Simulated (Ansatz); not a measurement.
Start from ZnAu in the CsCl type structure (space group Pm-3m, No. 221; relaxed with 0.1 eV smearing).

```yaml
crystal:
  lattice:
    - [3.12862, 0.00000, 0.00000]
    - [0.00000, 3.12862, 0.00000]
    - [0.00000, 0.00000, 3.12862]
  atoms:
    - { symbol: Zn, position: [0.50000, 0.50000, 0.50000] }
    - { symbol: Au, position: [0.00000, 0.00000, 0.00000] }
```

Cartesian axes are those of the cell as printed.

Computed with PBEsol in Ansatz (plane waves to 420 eV, PAW, spin-orbit coupling left out).

One thing is altered: uniaxial strain ε_zz = +1.50 %, all other strain components held at zero; the atoms relax in the strained cell.

Question: Predict the new stress.

Answer: The stress (xx, yy, zz, yz, xz, xy; compression positive) is (-2.0, -2.0, -2.1, 0.0, 0.0, 0.0) GPa.

Question: Estimate the effect on the energy relative to the base.

Answer: The energy goes up by 1.5 meV/atom.

Stability against distortions was not tested.

Ansatz is a quantum-chemistry and plane-wave program.
